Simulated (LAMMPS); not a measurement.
Atomistic model of a symmetric tilt boundary about [001] in Si (diamond structure), boundary plane (650) of one grain on (6-50) of the other.

Level of theory: classical force field (static), pair style meam, file AlSiMgCuFe.meam (LAMMPS).

Starting crystal:

Space group Fd-3m, origin choice 1 (No. 227); a = b = c = 5.4310 Å, α = β = γ = 90.00°

```csv
atom,site,symmetry,x,y,z
Si,8b,-43m,0.5000,0.5000,0.5000
```

Predict the disorientation (full cubic symmetry), the boundary energy (lowest found).

disorientation (full cubic symmetry): 10.39 °; boundary energy (lowest found): 0.787 J/m².
